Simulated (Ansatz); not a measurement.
Response to strain in BeS

Base system: BeS in the zinc blende structure (space group F-43m, No. 216; a = 4.869 Å).

Strains are applied to the cell and any free atomic positions relax.

The values are results of DFT with r2SCAN, PAW potentials and a 500 eV plane-wave cutoff in Ansatz (a quantum-chemistry and plane-wave program), no SOC, not measurements.

Notes on the quantities. energy relative to the base: free energy F; hole mass: degenerate bands, along [100].

```
variant                   band gap  energy relative to the base                   hole mass    pressure  width of the top valence band
------------------------  --------  ---------------------------  --------------------------  ----------  -----------------------------
base                       3.59 eV                   0 meV/atom  0.34, 0.57, 0.57 mₑ (at Γ)    0.0 kbar                        3.35 eV
isotropic strain −3.00 %   3.37 eV                 +39 meV/atom  0.35, 0.51, 0.51 mₑ (at Γ)  105.6 kbar                        3.82 eV
isotropic strain −2.50 %   3.41 eV                 +26 meV/atom  0.35, 0.51, 0.51 mₑ (at Γ)   85.3 kbar                            [?]
isotropic strain −2.00 %   3.45 eV                 +17 meV/atom  0.35, 0.53, 0.53 mₑ (at Γ)   66.2 kbar                        3.66 eV
isotropic strain −1.50 %   3.48 eV                +9.3 meV/atom  0.35, 0.54, 0.54 mₑ (at Γ)   48.1 kbar                        3.58 eV
isotropic strain −1.00 %       [?]                +4.1 meV/atom  0.34, 0.55, 0.55 mₑ (at Γ)   31.1 kbar                        3.50 eV
isotropic strain −0.50 %   3.56 eV                +1.0 meV/atom  0.34, 0.56, 0.56 mₑ (at Γ)   15.1 kbar                            [?]
```

**Question.** Complete the table.

**Answer.** 
- isotropic strain −2.50 %, width of the top valence band: 3.74 eV
- isotropic strain −1.00 %, band gap: 3.52 eV
- isotropic strain −0.50 %, width of the top valence band: 3.43 eV

Masses are band curvatures over ±0.01 Å⁻¹ around the edge. Whether these cells are dynamically stable was not tested.
